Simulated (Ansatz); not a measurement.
L1₀ (CuAu-type) TiAl, treated with PBEsol-D3(BJ) (plane waves, PAW; Ansatz, a quantum-chemistry and plane-wave program).

Numerical settings: plane-wave cutoff 520 eV, 20×20×14 k mesh (along the axes of the cell as run), Fermi–Dirac smearing 0.05 eV, no spin polarisation, scalar-relativistic PAW data made under PBE.

Shape and atoms are relaxed at each volume.

Pressure at four volumes; x = ln(V/15.137 Å³). One pressure is withheld.

```tsv
V (Å³/atom)	x	P (GPa)
14.532	-0.0408	?
14.835	-0.0202	2.73
15.137	0.0000	0.00
15.743	0.0393	-4.73
```

Problem. Pass a parabola P(x) through the three rows shown, estimate the bulk modulus and its pressure derivative near zero pressure, and predict the withheld pressure.

Solution. Slopes between the rows: (0.00 − (2.73))/(0.0000 − (-0.0202)) = -135.15 and (-4.73 − (0.00))/(0.0393 − (0.0000)) = -120.36 GPa. Their difference over the span 0.0595 is c = 14.79/0.0595 = 248.6 GPa, so P(x) = 2.73 + (-135.15)(x − (-0.0202)) + 248.6 (x − (-0.0202))(x − (0.0000)). At the middle row B = −dP/dx = −[-135.15 + 248.6 × 0.0202] = 130.1 GPa, and B′ = dB/dP = 2c/B = 3.8. At x = -0.0408 the parabola gives 5.72 GPa; the run gives 5.74 GPa. The Birch–Murnaghan fit to the energies at all volumes has B0 = 130 GPa and B′ = 3.8.

Note: the bulk modulus comes from volumes at which shape and atoms were relaxed.
